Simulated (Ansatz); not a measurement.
Take GaSb in the zinc blende structure (space group F-43m, No. 216; a = 6.1324 Å) as the base.

Method: Kohn–Sham DFT with the r2SCAN functional, run in Ansatz (a first-principles code) with PAW and 500 eV plane waves, spin-orbit coupling left out.

Base values:

```
Property                  Result
-------------------  -----------
Gap character        direct at Γ
Volume per atom         28.83 Å³
Smallest direct gap      0.41 eV
```

One thing is altered: a hydrostatic pressure of 45 GPa.

**Question.** What does the calculation give for the gap character after the change?

**Answer.** The gap character changes from direct at Γ to indirect, Γ → Γ–X (80 % along).

**Question.** Predict the new volume per atom.

**Answer.** The volume per atom shrinks by 8.823 Å³, from 28.83 Å³ to 20.00 Å³.

**Question.** Estimate the effect on the smallest direct gap.

**Answer.** The smallest direct gap grows by 2.27 eV (0.41 eV → 2.68 eV).

Spin-orbit coupling, missing from the scalar runs, can matter with Sb. Load acts through the strain it causes; cell and atoms are relaxed under it. Stability against distortions was not tested. Tetrahedral semiconductors of this kind turn to denser phases somewhere between about 1 and 50 GPa; those were not computed, so compressed cells here can lie past the real transition.
